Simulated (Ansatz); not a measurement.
```
CELL_PARAMETERS angstrom
     14.50000     0.00000     0.00000
      0.00000    14.50000     0.00000
      0.00000     0.00000     6.09296
ATOMIC_POSITIONS crystal
  K  0.39572 0.39572 0.00000
  Cl 0.39071 0.39071 0.50000
  Cl 0.39071 0.60929 0.00000
  K  0.39572 0.60428 0.50000
  Cl 0.60929 0.39071 0.00000
  K  0.60428 0.39572 0.50000
  K  0.60428 0.60428 0.00000
  Cl 0.60929 0.60929 0.50000
```

Calculation: PBE (plane waves to 420 eV, PAW; Ansatz, an electronic-structure program). Mesh 1×1×50. No spin polarisation. Isolated but for its images some 11 Å away. A hypothetical model. Only distortions within the start's symmetry and period were free.

**Question.** Tabulate the two highest filled and two lowest empty levels along the axis, from the valence top.

**Answer.** 
```tsv
k (2π/c)	v2 (eV)	v1 (eV)	c1 (eV)	c2 (eV)
0.000	-0.01	0.00	4.94	–
0.042	-0.02	-0.01	4.95	–
0.083	-0.02	-0.02	4.98	–
0.125	-0.05	-0.03	5.03	–
0.167	-0.06	-0.04	5.09	–
0.208	-0.06	-0.05	5.17	–
0.250	-0.06	-0.06	–	–
0.292	-0.07	-0.07	–	–
0.333	-0.07	-0.07	–	–
0.375	-0.08	-0.08	–	–
0.417	-0.08	-0.08	–	–
0.458	-0.08	-0.08	–	–
0.500	-0.09	-0.09	–	–
```
A dash stands for levels within 1 eV of the vacuum level or above it.
